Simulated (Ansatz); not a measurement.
**Pressure series in hypothetical diamond Be**

Start from Be in the diamond structure (space group Fd-3m, No. 227; a = 4.897 Å; a hypothetical phase, not in the database extracts checked).

Cell and atoms are relaxed at each pressure.

All numbers come from Ansatz (a quantum-chemistry and plane-wave program) PBE, spin-orbit coupling left out.

```tsv
pressure (GPa)	volume per atom (Å³/atom)
-2	15.427
-1	?
0	14.683
0.3	14.584
0.7	14.456
1.5	14.214
3	13.803
7.5	12.822
10	12.383
```

Problem. Fit the third-order Birch–Murnaghan form P(V) = (3B₀/2)[(V₀/V)^(7/3) − (V₀/V)^(5/3)]·[1 + (3/4)(B₀′ − 4)((V₀/V)^(2/3) − 1)] (squares taken in P) to the rows shown and predict the withheld row.

Solution. Least squares on the printed values gives V₀ = 14.681 Å³/atom, B₀ = 43.9 GPa, B₀′ = 3.5; this predicts 15.034 Å³/atom, and the run gives 15.031 Å³/atom, 0.003 lower.

Load acts through the strain it causes; cell and atoms are relaxed under it. No phonon test of stability was made. Competing high-pressure phases were not computed.
